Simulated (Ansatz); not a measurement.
**Effect of pressure 22.5 GPa on MoTe2**

Take MoTe2 in the 2H-MoS2 type structure (space group P6_3/mmc, No. 194; a = 3.497 Å, c = 13.696 Å; layered, stacked along the Cartesian z axis) as the base.

Perturbation: a hydrostatic pressure of 22.5 GPa.

Computed with Kohn–Sham DFT with the PBE-D3(BJ) functional, run in Ansatz (a quantum-chemistry and plane-wave program) with PAW and 420 eV plane waves, no SOC. Settings: 11×11×3 k-points, 0.05 eV Fermi–Dirac smearing.

- Volume per atom: 19.20 Å³ (base 24.17 Å³)
- Lattice parameter a: 3.258 Å (base 3.497 Å)
- c/a ratio: 3.848 (base 3.917)
- Shortest interatomic distance: 2.632 Å (base 2.716 Å)
- Enthalpy H = E + PV relative to the base's energy: +2.96 eV/atom
- Band gap: zero (base 0.60 eV)

The mesh was chosen for an insulator and is coarse for the gapless case. Spin-orbit coupling, missing from the scalar runs, can matter with Te. Load acts through the strain it causes; cell and atoms are relaxed under it. No phonon test of stability was made. Competing high-pressure phases were not computed. The final runs are not spin-polarised. The program warned that a D3 coordination switch lies within reach, so dispersion energies are less smooth here. A zero or small gap of MoTe2 under pressure 22.5 GPa can be the functional's error rather than a property of the material.
